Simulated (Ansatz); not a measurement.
System: cubic perovskite BaHfO3. Method: Hartree–Fock (Ansatz, a program for electronic structure, PAW).

The input as run:

Ansatz 0.2 input:
```yaml
crystal:
  lattice:
    - [4.171, 0.0, 0.0]
    - [0.0, 4.171, 0.0]
    - [0.0, 0.0, 4.171]
  atoms:
    - { symbol: Ba, position: [0.0, 0.0, 0.0] }
    - { symbol: Hf, position: [0.5, 0.5, 0.5] }
    - { symbol: O, position: [0.5, 0.0, 0.5] }
    - { symbol: O, position: [0.0, 0.5, 0.5] }
    - { symbol: O, position: [0.5, 0.5, 0.0] }
basis:
  ecutwfc: 460
  ecutrho_ratio: 4
  xc_grid: 2
kpoints:
  mp_grid: { grid: [6, 6, 6] }
hamiltonian:
  xc: hf
  dispersion: none
  pseudopotentials: { kind: paw }
scf:
  occupations: { method: fermi_dirac, width: 0.01 }
  convergence: { dr2_threshold: 0.0000000005 }
output:
  forces: true
  stress: true
  eigenvalues: true
```

From the output:

```
WARN output.stress: scf.exx.energy_threshold = 1e-6 eV is looser than the 5e-8 eV advised for a stress under a hybrid functional (1e-8 eV for each atom of the …
Crystal: 5 atoms, lattice volume = 72.564 Å³
Basis set: ecut = 460 eV, 1647 PW (Γ), exchange–correlation on 60×60×60 points (8 copies of the dense FFT grid, shifted against one another)
Bands: 33, of which v1, the nominal top of the filled ones, is band 27 counted from 1 (26 counted from 0)
Symmetry: 48 space group operations
Space group: Pm-3m (ITA 221), of the structure as read, at distance tolerance 4.2e-5 Å
k-points: 20 of 216
Functional: x = pbe(κ = 0.804, μ = 0.2195149727645171), c = none, warm-up for x = 0 pbe(κ = 0.804, μ = 0.2195149727645171) + 1 exact, c = none
SCF iter   1: F=—  HF=-23158.629338 eV  |F-HF|=—  |Δ(HF+E_count)|=         —  Δρ=1.33e-2  dr2=1.14e-1
SCF iter   2: F=-23158.604360 eV  HF=-23158.604700 eV  |F-HF|=3.40e-4  |Δ(HF+E_count)|=   2.46e-2  Δρ=1.78e-3  dr2=1.38e-3
Crystal: 5 atoms, lattice volume = 72.564 Å³
Initial density: handed on by an earlier stage of this run
Functional: x = 0 pbe(κ = 0.804, μ = 0.2195149727645171) + 1 exact, c = none
  ...
Crystal: 5 atoms, lattice volume = 72.564 Å³
Crystal: 5 atoms, lattice volume = 72.564 Å³
Crystal: 5 atoms, lattice volume = 72.564 Å³
Crystal: 5 atoms, lattice volume = 72.564 Å³
SCF iter   1: F=—  HF=-23168.325914 eV  |F-HF|=—  |Δ(HF+E_count)|=         —  Δρ=2.88e-6  dr2=1.40e-9
SCF iter   2: F=-23168.325914 eV  HF=-23168.325914 eV  |F-HF|=2.29e-10  |Δ(HF+E_count)|=   1.46e-9  Δρ=1.53e-6  dr2=4.93e-10
SCF 6 converged in 2 iterations: F = -23168.325914 eV  dr2 = 4.93e-10
Free energy (F): -23168.325914 eV
Internal energy: -23168.325914 eV  (E = F + TS)
E sigma→0 (E₀):  -23168.325914 eV
Fermi energy:    13.689529 eV
--- Forces (eV/Å), atoms counted from 1 ---
  atom   1  Ba    -0.00000000    -0.00000000    -0.00000000
  atom   2  Hf     0.00000000    -0.00000000    -0.00000000
  atom   3  O     -0.00000000     0.00000000    -0.00000000
  atom   4  O      0.00000000     0.00000000    -0.00000000
  atom   5  O     -0.00000000     0.00000000     0.00000000
--- Stress (GPa, compression-positive) ---
        6.241426       0.000000       0.000000
        0.000000       6.241426       0.000000
        0.000000       0.000000       6.241426
  P = ⅓ Tr σ = 6.2414 GPa (62.414 kbar)
```

The PAW data were made under PBE.

Note: cell and atoms aren't relaxed at this level (pressure 6.2 GPa).
